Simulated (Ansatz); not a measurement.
**MgO: pressure series**

Take MgO in the rock salt structure (space group Fm-3m, No. 225) as the base.

```yaml
crystal:
  lattice:
    - [0.00000, 2.07958, 2.07958]
    - [2.07958, 0.00000, 2.07958]
    - [2.07958, 2.07958, 0.00000]
  atoms:
    - { symbol: Mg, position: [0.00000, 0.00000, 0.00000] }
    - { symbol: O, position: [0.50000, 0.50000, 0.50000] }
```

Cell and atoms are relaxed at each pressure.

The values are results of DFT with LDA, PAW potentials and a 420 eV plane-wave cutoff in Ansatz (an electronic-structure program), without spin-orbit coupling, not measurements.

Candidates:
(a) pressure 9 GPa
(b) pressure 2.1 GPa
(c) pressure −1 GPa

For the base:

| Property | Result |
|---|---|
| Band gap | 5.03 eV |

### Question
Order them by band gap, highest first.

### Answer
(a) pressure 9 GPa (5.53 eV), (b) pressure 2.1 GPa (5.16 eV), (c) pressure −1 GPa (4.98 eV)

Load acts through the strain it causes; cell and atoms are relaxed under it. Stability against distortions was not tested. Competing high-pressure phases were not computed.
